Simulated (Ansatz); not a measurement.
Data:

```xyz
2
Lattice="3.0499 0.0000 0.0000 0.0000 3.0499 0.0000 0.0000 0.0000 3.0499" Properties=species:S:1:pos:R:3 pbc="T T T"
Al     1.5249     1.5249     1.5249
Ru     0.0000     0.0000     0.0000
```

No spin polarisation.

Method: Ansatz (a program for electronic structure) PBE, spin-orbit coupling left out. Γ-centred 19×19×19 mesh, Fermi–Dirac width 0.1 eV.

Question: What is the computed band gap?

Answer: Zero.

Question: Estimate the pressure.

Answer: -8.2 GPa.

The cells carry an imposed strain or load. Stability against distortions was not tested. The final runs are not spin-polarised. The cell was made from AlRu in the CsCl type structure (space group Pm-3m, No. 221) by this change: isotropic strain +1.50 %.
